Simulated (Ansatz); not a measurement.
Take Ru in the hcp (Mg type) structure (space group P6_3/mmc, No. 194; relaxed with 0.1 eV smearing) as the base.

```
CELL_PARAMETERS angstrom
      2.67558     0.00000     0.00000
     -1.33779     2.31712     0.00000
      0.00000     0.00000     4.22371
ATOMIC_POSITIONS crystal
  Ru 0.66667 0.33333 0.75000
  Ru 0.33333 0.66667 0.25000
```

Cartesian axes are those of the cell as printed.

Calculations: Kohn–Sham DFT with the LDA functional, run in Ansatz (a first-principles code) with PAW and 420 eV plane waves, without spin-orbit coupling.

Now apply this change: the cell is stretched by 3.00 % along x with no lateral relaxation, atoms relaxed at fixed cell.

How does this affect the energy relative to the base and stress?

The energy goes up by 22 meV/atom; the stress (xx, yy, zz, yz, xz, xy; compression positive) amounts to (-17.1, -6.0, -5.7, 0.0, 0.0, 0.0) GPa.

The cells carry an imposed strain or load. Stability against distortions was not tested. All final runs are without spin polarisation.
